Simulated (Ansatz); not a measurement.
Si (diamond structure), cut as [111] wire, round, 1.02 nm across, 2 periods a cell, F-ended. Cell contents Si76F60; atoms relaxed. Basis: localised support functions (accuracy medium) on a full density matrix. k-points: zone centre alone; occupations: fixed; spin polarisation not allowed. Spin-orbit coupling is left out.

 The period along the axis is held at the bulk value.

**Question.** What electronic structure (gap or metallic character, levels against vacuum) does PBE, support functions at accuracy medium on the grid of 420 eV (Ansatz, a program for electronic structure) give?

**Answer.** 
electronic character: not metallic
gap at the zone centre of the supercell (an upper bound where the edges lie off it): 1.74 eV
depth of the highest filled level under the vacuum level: 7.08 eV
depth of the lowest empty level under the vacuum level: 5.35 eV
weight of the highest filled level on the ending and the atoms that carry it: 0.58
weight of the lowest empty level on the ending and the atoms that carry it: 0.63
change of bonding against the cut: none
number of neighbours within 2.838 Å (ending not counted): 2 for 12 atoms, 3 for 36 atoms, 4 for 28 atoms
mean Si-Si distance (least to greatest): 2.371 Å (2.360 to 2.389)
